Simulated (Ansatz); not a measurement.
What uniaxial stress, 5 GPa compression along z does to AlCr2C

The reference is AlCr2C (space group P6_3/mmc, No. 194; a = 2.8119 Å, c = 12.5996 Å; non-magnetic). Axes: x lies along a and z along c of the hexagonal cell.

Modification: uniaxial stress, 5 GPa compression along z; all other stress components relax to zero.

Computed with PBEsol (Ansatz, an electronic-structure program, PAW, scalar-relativistic without spin-orbit coupling), earlier PAW set. Γ-centred 19×19×4 mesh, Fermi–Dirac width 0.05 eV.

```json
[
 {"quantity": "volume per atom", "base": "10.78 Å³", "changed": "10.70 Å³", "shift": "-0.08 Å³"},
 {"quantity": "space group", "base": "P6_3/mmc (No. 194)", "changed": "P6_3/mmc (No. 194)", "shift": "–"},
 {"quantity": "shortest interatomic distance", "base": "1.941 Å", "changed": "1.939 Å", "shift": "-0.0014 Å"},
 {"quantity": "energy relative to the base (free energy F)", "base": "0 meV/atom", "changed": "+2.5 meV/atom", "shift": "+2.5 meV/atom"},
 {"quantity": "band gap", "base": "zero", "changed": "zero", "shift": "–"},
 {"quantity": "strain response (xx, yy, zz) (rough)", "base": "–", "changed": "(+0.39, +0.39, −1.51) %", "shift": "–"}
]
```

Without a gap, meshes like the base's 19×19×4 leave anisotropic stresses uncertain by several tenths of a GPa, and small strain energies with them. Beyond what the load breaks, stability against distortions was not tested. Starting moments died away, wholly or in part, for the base; another magnetic solution may exist. The final runs are not spin-polarised.
